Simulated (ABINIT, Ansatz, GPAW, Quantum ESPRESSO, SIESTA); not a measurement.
Code comparison for W (Im-3m, 1 atom in the cell)

Self-consistent single point.

```
CELL_PARAMETERS angstrom
     -1.57771     1.57771     1.57771
      1.57771    -1.57771     1.57771
      1.57771     1.57771    -1.57771
ATOMIC_POSITIONS crystal
  W  0.00000 0.00000 0.00000
```

Shared settings, as Ansatz (a program for electronic structure) writes them: kpoints.mp_grid.grid = 19 19 19; scf.occupations.method = gaussian; scf.occupations.width = 0.272 eV. Potentials and cutoffs stand in the table.

| code | model | pressure (GPa) | cutoff |
|---|---|---|---|
| SIESTA | LDA PW92, numerical atomic orbitals DZP, PseudoDojo LDA standard norm-conserving potentials (rewritten from UPF to PSML) | -7.74 | grid 400 Ry |
| GPAW | LDA (Perdew-Wang 92), GPAW PAW datasets LDA (gpaw-data 1.0.1) | -7.31 | 550 eV |
| ABINIT | LDA (PW92), norm-conserving pseudopotentials (PseudoDojo nc-sr-04 LDA standard) | -7.20 | 35 Ha |
| Quantum ESPRESSO | LDA (PZ), GBRV 1.5 ultrasoft (LDA) pseudopotentials | -9.43 | 40 Ry |
| Ansatz | LDA (PW92), default PAW files made with PBE | -6.31 | 420 eV |

On Ansatz's run: spin-orbit coupling is off. Spin polarisation is off.

The spread over the programs that give each value: pressure within 3.12 GPa.

SIESTA uses small atom-centred bases, whose incompleteness enters pressures, forces and empty levels differently from a plane-wave cutoff. Ansatz's pressure is given at a fixed set of plane waves, as the other plane-wave codes print theirs; with its correction for the finite basis it is -6.27 GPa. The same LDA comes in different parametrisations, which differ slightly. In the pressure, Quantum ESPRESSO (by 2.18) lies more than 1 GPa from the median of the plane-wave programs.

The starting cell comes from a database of computed structures (which also holds hypothetical and non-ambient phases and stackings), without a prior relaxation at this level. Its lattice was rescaled by a random factor within 2.5 % of one.

Left out of this page: Elk and FLEUR (not drawn, or without a comparable value).

Keys are those of Ansatz 0.2.
